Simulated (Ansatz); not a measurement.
Abridged Ansatz (a quantum-chemistry and plane-wave program) output:

```
Relaxation: its limit of steps is 45 (relax.max_steps)
Pseudopotential: Sr, paw, valence charge 10
Crystal: 11 atoms, lattice volume = 680.996 Å³
Basis set: ecut = 500 eV, 17331 PW (Γ), exchange–correlation on 256×320×256 points (64 copies of the dense FFT grid, shifted against one another)
Bands: 66, of which v1, the nominal top of the filled ones, is band 55 counted from 1 (54 counted from 0)
Symmetry: 1 space group operations
k-points: 51 of 100 (time reversal used)
Functional: x = r2scan, c = r2scan; τ floored in thin density (d = 2e-4 eV/Å³)
SCF iter   1: F=—  HF=-39104.807528 eV  |F-HF|=—  |Δ(HF+E_count)|=         —  Δρ=7.26e-3  dr2=1.74e0  dr2_τ=2.80e-2  ethr=1.51e-3  ⟨swp⟩=1.1  Hψ=24363  notcnv=0
SCF iter   2: F=—  HF=-39105.255576 eV  |F-HF|=—  |Δ(HF+E_count)|=   4.48e-1  Δρ=2.51e-3  dr2=7.56e-2  dr2_τ=2.84e-3  ethr=1.51e-3  ⟨swp⟩=4.7  Hψ=5253  notcnv=0  defer=3
SCF 1 converged in 12 iterations: F = -39105.319694 eV  dr2 = 3.25e-10
relax step   1: F+E_penalty+E_count = -39105.31969397 eV  Δ(F+E_penalty+E_count) = +0.000e0 eV  max|allowed force component| = 8.421e-2 eV/Å  Δτ_max = 0.0000 Å  (12 SCF iters, accepted)
Crystal: 11 atoms, lattice volume = 680.996 Å³
SCF iter   1: F=—  HF=-39105.268087 eV  |F-HF|=—  |Δ(HF+E_count)|=         —  Δρ=3.39e-4  dr2=1.55e-3  dr2_τ=8.51e-2  ethr=9.96e-7  ⟨swp⟩=4.8  Hψ=17550  notcnv=0
SCF iter   2: F=—  HF=-39105.328399 eV  |F-HF|=—  |Δ(HF+E_count)|=   6.03e-2  Δρ=2.19e-4  dr2=1.48e-3  dr2_τ=1.65e-5  ethr=9.96e-7  ⟨swp⟩=3.0  Hψ=7305  notcnv=0
SCF 2 converged in 10 iterations: F = -39105.328656 eV  dr2 = 5.30e-10
relax step   2: F+E_penalty+E_count = -39105.32865631 eV  Δ(F+E_penalty+E_count) = -8.962e-3 eV  max|allowed force component| = 4.124e-2 eV/Å  Δτ_max = 0.0283 Å  (10 SCF iters, accepted)
Crystal: 11 atoms, lattice volume = 680.996 Å³
SCF iter   1: F=—  HF=-39105.262166 eV  |F-HF|=—  |Δ(HF+E_count)|=         —  Δρ=3.67e-4  dr2=1.47e-3  dr2_τ=9.91e-2  ethr=1.65e-5  ⟨swp⟩=13.6  Hψ=15035  notcnv=0  defer=1
SCF iter   2: F=—  HF=-39105.331474 eV  |F-HF|=—  |Δ(HF+E_count)|=   6.93e-2  Δρ=2.25e-4  dr2=1.21e-3  dr2_τ=1.96e-5  ethr=1.34e-6  ⟨swp⟩=3.0  Hψ=7831  notcnv=0
SCF 3 converged in 10 iterations: F = -39105.331832 eV  dr2 = 5.41e-10
relax step   3: F+E_penalty+E_count = -39105.33183151 eV  Δ(F+E_penalty+E_count) = -3.175e-3 eV  max|allowed force component| = 2.750e-3 eV/Å  Δτ_max = 0.0279 Å  (10 SCF iters, accepted)
Crystal: 11 atoms, lattice volume = 680.996 Å³
SCF iter   1: F=—  HF=-39105.331832 eV  |F-HF|=—  |Δ(HF+E_count)|=         —  Δρ=1.72e-7  dr2=5.41e-10  dr2_τ=1.76e-11  ethr=1.00e-12  ⟨swp⟩=2.2  Hψ=15984  notcnv=0
[...]
  atom   5  Sr     0.00079619    -0.00151258    -0.00090596
  atom   6  Sr     0.00004322     0.00115970     0.00130317
  atom   7  Sr    -0.00039785     0.00023524     0.00084606
  atom   8  Sr    -0.00036096     0.00026334    -0.00065724
  atom   9  Sr     0.00165361    -0.00239528     0.00237629
  atom  10  Sr     0.00168859     0.00142719     0.00119920
  atom  11  Sr     0.00022410     0.00053486     0.00035271
--- Stress (GPa, compression-positive) ---
       -0.209408      -0.014258       0.014818
       -0.014258      -0.211410      -0.013123
        0.014818      -0.013123      -0.210850
  P = ⅓ Tr σ = -0.2106 GPa (-2.106 kbar)
--- Relaxed structure (3 steps of the walk, 3 accepted, 0 SCFs on fresh bases) ---
  atoms:
    - { symbol: Sr, position: [-0.0016067651582080899, -0.0004553760038797899, 0.5018224775951678] }
    - { symbol: Sr, position: [0.165299851541177, 0.3310653593045128, 0.16785428121621704] }
    - { symbol: Sr, position: [0.1657166921269023, 0.3308277638152874, 0.6673210780836705] }
    - { symbol: Sr, position: [0.3319239424509027, 0.6619963882425186, 0.3339621667795626] }
    - { symbol: Sr, position: [0.3323730544987259, 0.6680254817332404, 0.8335358602774903] }
    - { symbol: Sr, position: [0.49724838503967267, -0.00048011482130630445, 0.000823081813907306] }
    - { symbol: Sr, position: [0.4992583902916915, -0.0005246510950905059, 0.49991554553380557] }
    - { symbol: Sr, position: [0.6652278288003888, 0.33085712179807986, 0.16728071954554624] }
    - { symbol: Sr, position: [0.6653546414650295, 0.33707186017003055, 0.6674281174270158] }
    - { symbol: Sr, position: [0.8320732557152292, 0.6682033621891371, 0.33386197868030243] }
    - { symbol: Sr, position: [0.8316911186284879, 0.6681467961674696, 0.8339389908473138] }
```

Problem. What was computed, and what are the main results?

Solution. Sr, 11 atoms in the cell, with r2SCAN (Ansatz), without spin-orbit coupling, earlier PAW set. The last SCF converged to F = -39105.331832 eV, or -3555.0302 eV per atom, at a pressure of -0.21 GPa. The total energy compares only with runs of the same code, potentials and settings.

In so small a cell the defect repeats every few ångströms: this is an ordered compound, not a dilute defect. The cell was made from Sr in the fcc (Cu type) structure (space group Fm-3m, No. 225) by this change: Sr vacancy. The defect cell is not spin-polarised.

Keys are those of Ansatz 0.2.
